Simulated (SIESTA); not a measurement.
A self-consistent single point of BiB (F-43m, 2 atoms in the cell) with SIESTA.

Level of theory: GGA PBE, numerical atomic orbitals DZP, PseudoDojo PBE standard norm-conserving potentials (rewritten from UPF to PSML) (SIESTA 5.4.2).

The change in words: lattice scaled by 1.015; MeshCutoff: 350 Ry → 210 Ry. Reference geometry:
```
CELL_PARAMETERS angstrom
      0.00000     2.80409     2.80409
      2.80409     0.00000     2.80409
      2.80409     2.80409     0.00000
ATOMIC_POSITIONS crystal
  Bi 0.25000 0.25000 0.25000
  B  0.00000 0.00000 0.00000
```

Reference input (self-consistent single point, DFT, GGA PBE, numerical atomic orbitals DZP, PseudoDojo PBE standard norm-conserving potentials (rewritten from UPF to PSML)): XC.functional = GGA; XC.authors = PBE; potentials = PseudoDojo PBE standard; PAO.BasisSize = DZP; PAO.EnergyShift = 0.005 Ry; MeshCutoff = 350 Ry; kgrid.MonkhorstPack = 8 8 8; OccupationFunction = FD; ElectronicTemperature = 100 meV; MaxSCFIterations = 150; SCF.Mixer.Method = Pulay; SCF.Mixer.Weight = 0.1. This run's input differs from it in these lines:

```diff
@@ -11,5 +11,5 @@
 %block LatticeVectors
-     0.000000000    2.804094000    2.804094000
-     2.804094000    0.000000000    2.804094000
-     2.804094000    2.804094000    0.000000000
+     0.000000000    2.846155000    2.846155000
+     2.846155000    0.000000000    2.846155000
+     2.846155000    2.846155000    0.000000000
 %endblock LatticeVectors
@@ -25,3 +25,3 @@
 PAO.EnergyShift              0.005 Ry
-MeshCutoff                   350 Ry
+MeshCutoff                   210 Ry
 %block kgrid.MonkhorstPack
```

Log, with long lists cut:

```
        iscf     Eharris(eV)        E_KS(eV)     FreeEng(eV)     dDmax    Ef(eV) dHmax(eV)
   scf:    1    -2299.415472    -2302.632908    -2302.635887  1.336420 -4.466234  3.380844
   scf:    2    -2303.507855    -2303.092799    -2303.096251  0.037736 -4.314963  2.606472
   scf:    3    -2303.822872    -2303.622590    -2303.626829  0.111982 -3.951824  0.397595
   scf:    4    -2303.623504    -2303.623843    -2303.628034  0.015740 -3.947852  0.163981
   scf:    5    -2303.626248    -2303.626555    -2303.630672  0.013659 -3.989268  0.086475
   scf:    6    -2303.627115    -2303.626928    -2303.631030  0.004081 -3.965172  0.004703
   scf:    7    -2303.626920    -2303.626926    -2303.631029  0.000541 -3.962351  0.007248
   scf:    8    -2303.626936    -2303.626932    -2303.631032  0.000276 -3.964194  0.000038
mix: Pulay -- inversion failed, > SVD [rank/size] 5 / 7
   scf:    9    -2303.626932    -2303.626932    -2303.631032  0.000003 -3.964212  0.000069
SCF Convergence by DM+H criterion
max |DM_out - DM_in|         :     0.0000031768
max |H_out - H_in|      (eV) :     0.0000690786
SCF cycle converged after 9 iterations

Using DM_out to compute the final energy and forces

siesta: E_KS(eV) =            -2303.6269

siesta: E_KS - E_eggbox =     -2303.6269

siesta: Atomic forces (eV/Ang):
     1   -0.000361   -0.000361   -0.000361
     2    0.000362    0.000362    0.000362
   Tot    0.000001    0.000001    0.000001
   Max    0.000362
   Res    0.000362    sqrt( Sum f_i^2 / 3N )
   Max    0.000362    constrained

Stress tensor Voigt[x,y,z,yz,xz,xy] (kbar):       44.97       44.97       44.97       -0.38       -0.38       -0.38
(Free)E + p*V (eV/cell)    -2304.9253
Target enthalpy (eV/cell)    -2303.6310

siesta: Program's energy decomposition (eV):
siesta: FreeEng =     -2303.631032

   [... lines left out ...]
siesta: Cell volume =         46.111117 Ang**3
siesta:         -44.97195776        -44.95407006  kBar
   [... lines left out ...]
               2s      2s      2py     2pz     2px     2py     2pz     2px
               3Pdxy   3Pdyz   3Pdz2   3Pdxz   3Pdx2-y2
   2  3.166   1.051   0.148   0.139   0.139   0.139   0.463   0.463   0.463
              0.037   0.037   0.025   0.037   0.025

mulliken: Qtot =       18.000

Mulliken Atomic Populations:
Atom #   charge [q] valence [e]  Species
     1     0.165818   14.834182  Bi
     2    -0.165818    3.165818  B
 Total     0.000000
```

The run converged in 9 iterations. Against the reference run the free energy rises by 16.1 meV/atom and the pressure goes from -2.00 to -4.50 GPa.

The starting cell was generated: these elements placed on a structure prototype, without a prior relaxation; it need not be a known phase or ordering of this composition. For this run, on top of that: lattice scaled by 1.015. Values carry the incompleteness of an atom-centred basis.
